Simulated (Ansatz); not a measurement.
Base system: SnO₂ in the rutile structure (space group P4_2/mnm, No. 136; a = 4.8276 Å, c = 3.2381 Å). Axes: x, y, z lie along a, b, c of the conventional cell.

Method: PBE in Ansatz (plane waves to 420 eV, PAW, no spin-orbit coupling).

Modification: uniaxial strain ε_zz = −3.00 %, all other strain components held at zero, atoms relaxed at fixed cell.

Task: Predict the stress tensor and what it implies for the stiffness.

Result: Stress of the strained cell less that of the base (GPa, compression positive):
```
   4.15    0.00    0.00
   0.00    4.15    0.00
   0.00    0.00   12.47
```

Then −Δσ_ii/ε with ε = -0.0300 gives secant stiffness values (nonlinear terms included at this strain): C33 ≈ 416 GPa, C13 ≈ 138 GPa and C23 ≈ 138 GPa.

As a check, the harmonic strain energy −½ V₀ Δσ:ε is 15 meV/atom; the computed energy rise is 14 meV/atom.

Stability against distortions was not tested.

Ansatz is a program for electronic structure.
